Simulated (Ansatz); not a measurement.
Co, pressure series

The parent structure is Co in the hcp (Mg type) structure (space group P6_3/mmc, No. 194; a = 2.4572 Å, c = 3.9687 Å; ferromagnetic).

Cell and atoms are relaxed at each pressure.

Computed with PBEsol (Ansatz, a quantum-chemistry and plane-wave program; PAW; 420 eV plane waves; scalar-relativistic without spin-orbit coupling).

Notes on the quantities. enthalpy: H = E + PV relative to the base's energy.

```json
[
 {"variant": "base", "enthalpy": "–", "lattice parameter a": "2.457 Å"},
 {"variant": "pressure −2 GPa", "enthalpy": "-0.13 eV/atom", "lattice parameter a": "?"},
 {"variant": "pressure −1 GPa", "enthalpy": "-0.06 eV/atom", "lattice parameter a": "?"},
 {"variant": "pressure 0.3 GPa", "enthalpy": "+0.02 eV/atom", "lattice parameter a": "2.456 Å"},
 {"variant": "pressure 0.7 GPa", "enthalpy": "+0.05 eV/atom", "lattice parameter a": "2.455 Å"},
 {"variant": "pressure 1.5 GPa", "enthalpy": "+0.10 eV/atom", "lattice parameter a": "2.452 Å"},
 {"variant": "pressure 3 GPa", "enthalpy": "+0.19 eV/atom", "lattice parameter a": "2.448 Å"},
 {"variant": "pressure 5 GPa", "enthalpy": "+0.32 eV/atom", "lattice parameter a": "2.441 Å"},
 {"variant": "pressure 7.5 GPa", "enthalpy": "+0.48 eV/atom", "lattice parameter a": "?"},
 {"variant": "pressure 10 GPa", "enthalpy": "+0.64 eV/atom", "lattice parameter a": "?"}
]
```

Question: Complete the table.

Answer: 
- pressure −2 GPa, lattice parameter a: 2.464 Å
- pressure −1 GPa, lattice parameter a: 2.461 Å
- pressure 7.5 GPa, lattice parameter a: 2.434 Å
- pressure 10 GPa, lattice parameter a: 2.427 Å

The magnetic state is the one reached from the starting moments; the real material's order can differ, and small cells can't hold many antiferromagnetic ones. Load acts through the strain it causes; cell and atoms are relaxed under it. No phonon test of stability was made. No other phases were tried under pressure.
